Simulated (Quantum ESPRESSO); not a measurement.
Quantum ESPRESSO run on ZnNi (P4mm, 2 atoms in the cell): relaxation of the atoms.

Method: LDA (PZ), GBRV 1.5 ultrasoft (LDA) pseudopotentials (plane waves; Quantum ESPRESSO 7.5).

Input:

```fortran
&control
  calculation = 'relax'
  prefix = 'ZnNi'
  outdir = './tmp/'
  pseudo_dir = './'
  verbosity = 'high'
  forc_conv_thr = 1.9e-04
/
&system
  ibrav = 0
  celldm(1) = 5.443286182
  nat = 2
  ntyp = 2
  ecutwfc = 50
  ecutrho = 400
  occupations = 'smearing'
  smearing = 'gauss'
  degauss = 0.0073499
/
&electrons
  conv_thr = 1.0d-10
/
&ions
/
ATOMIC_SPECIES
Zn    65.3800  zn_lda_v1.uspp.F.UPF
Ni    58.6934  ni_lda_v1.4.uspp.F.UPF
ATOMIC_POSITIONS crystal
Zn    0.500000000    0.500000000    0.552075000
Ni    0.000000000    0.000000000    0.000000000
K_POINTS automatic
9 9 9  0 0 0
CELL_PARAMETERS alat
   1.000000000     0.000000000     0.000000000
   0.000000000     1.000000000     0.000000000
   0.000000000     0.000000000     1.000000000
```

Output (repeated stretches shortened):

```
     Self-consistent Calculation

     iteration #  1     ecut=    50.00 Ry     beta= 0.70

---- Real-time Memory Report at c_bands before calling an iterative solver
           109 MiB given to the printing process from OS
            47 MiB allocation reported by mallinfo(arena+hblkhd)
------------------

     total energy              =    -782.45758682 Ry
     estimated scf accuracy    <      32.15400720 Ry

     iteration #  2     ecut=    50.00 Ry     beta= 0.70

---- Real-time Memory Report at c_bands before calling an iterative solver
           139 MiB given to the printing process from OS
   [... lines left out ...]

---- Real-time Memory Report at c_bands before calling an iterative solver
           143 MiB given to the printing process from OS
            56 MiB allocation reported by mallinfo(arena+hblkhd)
------------------

     total energy              =    -804.47286567 Ry
     estimated scf accuracy    <          4.6E-09 Ry

     iteration # 16     ecut=    50.00 Ry     beta= 0.70

---- Real-time Memory Report at c_bands before calling an iterative solver
           143 MiB given to the printing process from OS
            56 MiB allocation reported by mallinfo(arena+hblkhd)
------------------
     End of self-consistent calculation

     the Fermi energy is    16.2641 ev

!    total energy              =    -804.47286567 Ry
     estimated scf accuracy    <          2.8E-11 Ry
     smearing contrib. (-TS)   =      -0.00059300 Ry
     internal energy E=F+TS    =    -804.47227267 Ry

     convergence has been achieved in  16 iterations

     Forces acting on atoms (cartesian axes, Ry/au):

     atom    1 type  1   force =     0.00000000    0.00000000   -0.03188378
     atom    2 type  2   force =     0.00000000    0.00000000    0.03188378

     Total force =     0.045090     Total SCF correction =     0.000004

     BFGS Geometry Optimization
     Energy error            =      2.0E-03 Ry
     Gradient error          =      3.2E-02 Ry/Bohr

     number of scf cycles    =   1
     number of bfgs steps    =   0

   [... lines left out ...]
     the Fermi energy is    16.2632 ev
!    total energy              =    -804.47739639 Ry
     Total force =     0.000007     Total SCF correction =     0.000003
     bfgs converged in   6 scf cycles and   5 bfgs steps
   [... lines left out ...]
     (criteria: energy <  1.0E-04 Ry, force <  1.9E-04 Ry/Bohr)

     End of BFGS Geometry Optimization

     Final energy             =    -804.4773963863 Ry

     File ./tmp/ZnNi.bfgs deleted, as requested
Begin final coordinates

ATOMIC_POSITIONS (crystal)
Zn               0.5000000000        0.5000000000        0.5260353107
Ni               0.0000000000        0.0000000000        0.0260396893
End final coordinates

   JOB DONE.
```

The run converged.  The full log also holds: “SCF correction compared to forces is large: reduce conv_thr to get better values”.

Summary of the result:
- Free energy E − TS: -10945.4726 eV
- Fermi level (on the code's own zero): 16.26 eV
- Relaxation steps: 5

The starting cell comes from a database of computed structures (which also holds hypothetical and non-ambient phases and stackings), without a prior relaxation at this level. Its lattice was rescaled by up to half a per cent. For this run, on top of that: one atom moved by 0.15 angstrom. Spin polarisation is off. The relaxation keeps the symmetry of its start, so its end need not be a minimum.

Cost on one core of a shared machine: roughly 2 min.
